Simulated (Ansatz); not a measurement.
# Effect of biaxial strain −2.08 %, plane normal [111], relaxed out of plane on Pd

Start from Pd in the fcc (Cu type) structure (space group Fm-3m, No. 225; a = 3.910 Å; relaxed with 0.1 eV smearing). Axes: x, y, z lie along the cube axes.

It is then changed as follows: biaxial strain −2.08 %, plane normal [111], relaxed out of plane (Cartesian); in-plane vectors clamped, the third vector and the atoms free.

All numbers come from r2SCAN (Ansatz, a quantum-chemistry and plane-wave program; PAW; 500 eV plane waves; no SOC). k-mesh 29×29×29 (Γ-centred); smearing 0.1 eV (Fermi–Dirac).

| quantity | base | changed | shift |
|---|---|---|---|
| space group | Fm-3m (No. 225) | R-3m (No. 166) | – |
| energy relative to the base (free energy F) | 0 meV/atom | +13 meV/atom | +13 meV/atom |
| pressure (mean of the normal stresses, compression positive) | 0.0 GPa | 4.6 GPa | +4.6 GPa |
| band gap | zero | zero | – |
| out-of-plane strain | – | +2.04 % | – |
| ratio −ε⊥/ε∥ | – | 0.98 | – |

Final structure (turned so that z lies along the plane normal):

```xyz
1
Lattice="2.7076 0.0000 0.0000 1.3538 2.3448 0.0000 1.3538 -0.7816 2.3037" Properties=species:S:1:pos:R:3 pbc="T T T"
Pd     0.0000     0.0000     0.0000
```

No phonon test of stability was made. The final runs are not spin-polarised. Pd has a high density of states at the Fermi level and may be magnetic at this level.
